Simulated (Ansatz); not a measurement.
Base system: Lu in the hcp (Mg type) structure (space group P6_3/mmc, No. 194; a = 3.443 Å, c = 5.367 Å; relaxed with 0.1 eV smearing). Axes: x lies along a and z along c of the hexagonal cell.

Calculations: Ansatz (a first-principles code), PBEsol, PAW, cutoff 420 eV, scalar-relativistic without spin-orbit coupling.

Before the change:

The shortest interatomic distance is 3.340 Å and the band gap comes out as zero.

Now apply this change: tensor shear ε_xz = +1.14 % (engineering shear γ = 0.0228), atoms relaxed at fixed cell.

### Question
Predict the new energy relative to the base.

### Answer
The energy rises by 1.5 meV/atom.

### Question
What happens to the stress?

### Answer
The stress (xx, yy, zz, yz, xz, xy; compression positive) comes out as (0.0, 0.0, 0.0, 0.0, -0.8, 0.0) GPa.

### Question
Estimate the effect on the shortest interatomic distance.

### Answer
The shortest interatomic distance falls by 0.0315 Å to 3.308 Å.

### Question
Predict the new band gap.

### Answer
The band gap is still zero.

The cells carry an imposed strain or load. Whether these cells are dynamically stable was not tested.
